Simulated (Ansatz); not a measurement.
Ansatz (a quantum-chemistry and plane-wave program) run on CuAs (P6_3/mmc, 4 atoms in the cell): self-consistent single point

Method of the run: LDA (PW92), default PAW files made with PBE (plane waves; Ansatz).

The input file:

Ansatz 0.2 input:
```yaml
crystal:
  lattice:
    - [3.82971000, 0.00000000, 0.00000000]
    - [-1.91485500, 3.31662600, 0.00000000]
    - [0.00000000, 0.00000000, 4.96003000]
  atoms:
    - { symbol: Cu, position: [0.00000000, 0.00000000, 0.50000000] }
    - { symbol: Cu, position: [0.00000000, 0.00000000, 0.00000000] }
    - { symbol: As, position: [0.66666700, 0.33333300, 0.75000000] }
    - { symbol: As, position: [0.33333300, 0.66666700, 0.25000000] }
basis:
  ecutwfc: 420.0
kpoints:
  mp_grid:
    grid: [13, 13, 9]
hamiltonian:
  xc: lda
  pseudopotentials:
    kind: paw
scf:
  occupations:
    method: cold
    width: 0.2
output:
  forces: true
  eigenvalues: true
  stress: true
```

Log, with long lists cut:

```
WARN the atoms were moved onto the symmetric positions of the space group found under crystal.symmetry.tolerance 1.0e-5 (fractional …
WARN ansatz: RAYON_NUM_THREADS=1 ignored (pool sized by the plan → 1); use --threads N
Pseudopotentials: kind: paw
Pseudopotential: Cu, paw, valence charge 19
Pseudopotential: As, paw, valence charge 15
Crystal: 4 atoms, lattice volume = 63.001 Å³
Basis set: ecut = 420 eV, 1229 PW (Γ)
Bands: 41, of which v1, the nominal top of the filled ones, is band 34 counted from 1 (33 counted from 0)
Symmetry: 24 space group operations
Space group: P63/mmc (ITA 194), of the structure as read, at distance tolerance 4.0e-5 Å
k-points: 105 of 1521
PAW frozen core: Cu, regenerated for the run's functional, and the local potential with it
PAW frozen core: As, regenerated for the run's functional, and the local potential with it
Initial density: superposition of atomic densities (neutral atoms: chi_scale 0, normalization atom), corrected by the library's trained network
Initial wavefunctions: pseudopotential atomic-orbital guess
Eigensolver: davidson
Functional: x = slater, c = lda
SCF iter   1: F=—  HF=-22658.644334 eV  |F-HF|=—  |Δ(HF+E_count)|=         —  Δρ=1.32e-2  dr2=4.74e-2  ethr=1.77e-3  ⟨swp⟩=5.0  Hψ=13908  notcnv=0
all-band conjugate gradients solve this SCF's bands
preconditioner: auto → LDOS
SCF iter   2: F=—  HF=-22658.676541 eV  |F-HF|=—  |Δ(HF+E_count)|=   3.22e-2  S|Δr|=    0.00e0  Δρ=2.18e-2  dr2=1.60e-1  ethr=6.98e-5  ⟨swp⟩=2.0  Hψ=9232  notcnv=0  defer=149
SCF iter   3: F=—  HF=-22658.632190 eV  |F-HF|=—  |Δ(HF+E_count)|=   4.44e-2  S|Δr|=    0.00e0  Δρ=3.58e-3  dr2=4.88e-3  ethr=6.98e-5  ⟨swp⟩=2.0  Hψ=8139  notcnv=0  defer=149
SCF iter   4: F=—  HF=-22658.631413 eV  |F-HF|=—  |Δ(HF+E_count)|=   7.77e-4  S|Δr|=    0.00e0  Δρ=1.21e-3  dr2=5.65e-4  ethr=7.18e-6  ⟨swp⟩=1.2  Hψ=5110  notcnv=0  defer=19
SCF iter   5: F=—  HF=-22658.631287 eV  |F-HF|=—  |Δ(HF+E_count)|=   1.26e-4  S|Δr|=    0.00e0  Δρ=3.33e-4  dr2=5.23e-5  ethr=8.31e-7  ⟨swp⟩=2.0  Hψ=6415  notcnv=0  defer=19
SCF iter   6: F=—  HF=-22658.631277 eV  |F-HF|=—  |Δ(HF+E_count)|=   1.04e-5  S|Δr|=    0.00e0  Δρ=3.47e-5  dr2=7.08e-7  ethr=7.69e-8  ⟨swp⟩=2.7  Hψ=6912  notcnv=0  defer=19
SCF iter   7: F=-22658.631277 eV  HF=-22658.631277 eV  |F-HF|=1.07e-9  |Δ(HF+E_count)|=   1.28e-7  S|Δr|=    0.00e0  Δρ=3.21e-6  dr2=1.73e-9  ethr=1.47e-10  ⟨swp⟩=7.5  Hψ=18959  notcnv=0
SCF 1 converged in 7 iterations: F = -22658.631277 eV  dr2 = 1.73e-9
SCF converged after 7 iterations
Stability not checked (fill_not_monotonic)
Free energy (F): -22658.631277 eV
Harris-Foulkes:  -22658.631277 eV  (|F-HF|=1.07e-9)
Internal energy: -22658.630620 eV  (E = F + TS)
E sigma→0 (E₀):  -22658.631058 eV
Entropy (-TS):   -0.000657 eV (-0.164 meV/atom)
Fermi energy:    13.402564 eV
--- Per-component energies (eV) ---
  E_band       = -1245.574665
  E_kinetic    = 807.412911
  E_local      = -12441.518871  (includes V_loc(G=0)·N_el)
  E_nonlocal   = -541.874552
  E_hartree    = 5885.380360
  E_xc         = -336.980170
  E_vxc        = -391.343969  (∫ρ·V_xc dr)
  E_paw        = -6693.084734  (= ΣΔE_a)
  E_vpaw       = -449.009927  (= ΣTr[D̂ρ^β])
  E_aug_tail   = 0.000490  (compensation charges beyond the density's cutoff)
  E_ewald      = -9343.015833
  E_core_change = 5.049780  (= ΣΔE_core)
  E_smearing   = -0.000657  (= −TS)
  E_closure    = 0.000000  (closes the sum)
  Σ components = -22658.631277   (vs F -22658.631277, Δ=0.00e0)
--- Forces (eV/Å), atoms counted from 1 ---
  atom   1  Cu     0.00000000    -0.00000000     0.00000000
   [... zero for the other atoms too ...]
  max |Σ_I F_I| component: 1.62e-17 eV/Å
--- Stress (GPa, compression-positive) ---
       -5.032479       0.000000      -0.000000
        0.000000      -5.032479      -0.000000
       -0.000000      -0.000000      -6.254184
  P = ⅓ Tr σ = -5.4397 GPa (-54.397 kbar)
  The stress holds the Pulay correction. Without it, at fixed plane waves, as pw.x and ABINIT print it: P = -5.5003 GPa
--- Band table (eV; the first three rows and the last of 105) ---
  k-point 0: bands = ["-99.0461", "-99.0388", "-56.8912", "-56.8664", "-56.8664", "-56.8590", "-56.8590", "-56.8092", "-22.5916", "-22.5916", "-22.5898", "-22.5871", "-22.5806", "-22.5806", "-22.5657", "-22.5657", "-22.5656", "-22.5656", "-0.3087", [...]
  k-point 1: bands = ["-99.0459", "-99.0390", "-56.8888", "-56.8662", "-56.8662", "-56.8592", "-56.8592", "-56.8117", "-22.5913", "-22.5913", "-22.5897", "-22.5872", "-22.5810", "-22.5810", "-22.5656", "-22.5656", "-22.5655", "-22.5655", "-0.2429", [...]
  k-point 2: bands = ["-99.0453", "-99.0396", "-56.8817", "-56.8655", "-56.8655", "-56.8598", "-56.8598", "-56.8189", "-22.5905", "-22.5905", "-22.5895", "-22.5874", "-22.5822", "-22.5822", "-22.5654", "-22.5654", "-22.5653", "-22.5653", "-0.0468", [...]
  k-point 104: bands = ["-99.0431", "-99.0418", "-56.8636", "-56.8636", "-56.8623", "-56.8623", "-56.8574", "-56.8431", "-22.5906", "-22.5906", "-22.5881", "-22.5853", "-22.5831", "-22.5830", "-22.5648", "-22.5644", "-22.5641", "-22.5639", "2.4278", [...]
```

The run converged in 7 iterations.

The starting cell comes from a database of computed structures (which also holds hypothetical and non-ambient phases and stackings), without a prior relaxation at this level. Spin polarisation is off. With a pressure of about -5 GPa the cell is away from its equilibrium volume at this level. Ansatz's pressure includes its estimate of the finite-basis (Pulay) stress. The run gives no clean gap (levels at the Fermi energy touch, overlap or are partly filled at this smearing), which alone does not show that the compound is a metal.
